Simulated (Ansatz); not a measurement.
Abridged Ansatz (a first-principles code) output:

```
Pseudopotential: Sr, paw, valence charge 10
Pseudopotential: Ti, paw, valence charge 12
Pseudopotential: O, paw, valence charge 6
Crystal: 5 atoms, lattice volume = 59.637 Å³
Basis set: ecut = 500 eV, 1503 PW (Γ), exchange–correlation on 120×120×120 points (64 copies of the dense FFT grid, shifted against one another)
Bands: 25, of which v1, the nominal top of the filled ones, is band 20 counted from 1 (19 counted from 0)
Symmetry: 48 space group operations
k-points: 35 of 729
Functional: x = r2scan, c = r2scan; τ floored in thin density (d = 2e-4 eV/Å³)
SCF iter   1: F=—  HF=-7774.618135 eV  |F-HF|=—  |Δ(HF+E_count)|=         —  Δρ=2.01e-2  dr2=2.91e-1  dr2_τ=2.51e-1  ethr=1.77e-3  ⟨swp⟩=7.2  Hψ=4606  notcnv=0
SCF iter   2: F=—  HF=-7774.725703 eV  |F-HF|=—  |Δ(HF+E_count)|=   1.08e-1  Δρ=8.95e-3  dr2=2.11e-2  dr2_τ=1.35e-2  ethr=7.27e-4  ⟨swp⟩=3.0  Hψ=2007  notcnv=0  defer=33
SCF 1 converged in 9 iterations: F = -7774.723608 eV  dr2 = 3.16e-11
SCF converged after 9 iterations
Free energy (F): -7774.723608 eV
Internal energy: -7774.723608 eV  (E = F + TS)
E sigma→0 (E₀):  -7774.723608 eV
Fermi energy:    10.785997 eV
--- Forces (eV/Å), atoms counted from 1 ---
  atom   1  Sr    -0.00000000     0.00000000     0.00000000
  atom   2  Ti     0.00000000     0.00000000    -0.00000000
  atom   3  O      0.00000000     0.00000000    -0.00000000
  atom   4  O      0.00000000     0.00000000    -0.00000000
  atom   5  O      0.00000000    -0.00000000     0.00000000
--- Stress (GPa, compression-positive) ---
       -0.001076       0.000000       0.000000
        0.000000      -0.001076       0.000000
        0.000000       0.000000      -0.001076
  P = ⅓ Tr σ = -0.0011 GPa (-0.011 kbar)
```

Q: What was computed, and what are the main results?

A: SrTiO3, 5 atoms in the cell, with plane-wave PAW DFT at the r2SCAN level (Ansatz, 500 eV), scalar-relativistic without spin-orbit coupling. The last SCF converged to F = -7774.723608 eV, or -1554.9447 eV per atom, at a pressure of 0.00 GPa. The total energy compares only with runs of the same code, potentials and settings.

Whether these cells are dynamically stable was not tested. The final runs are not spin-polarised. The cell was made from BaTiO3 by this change: Ba → Sr. Many cubic perovskites are stable only at high temperature; tilts and polar distortions were not tested.
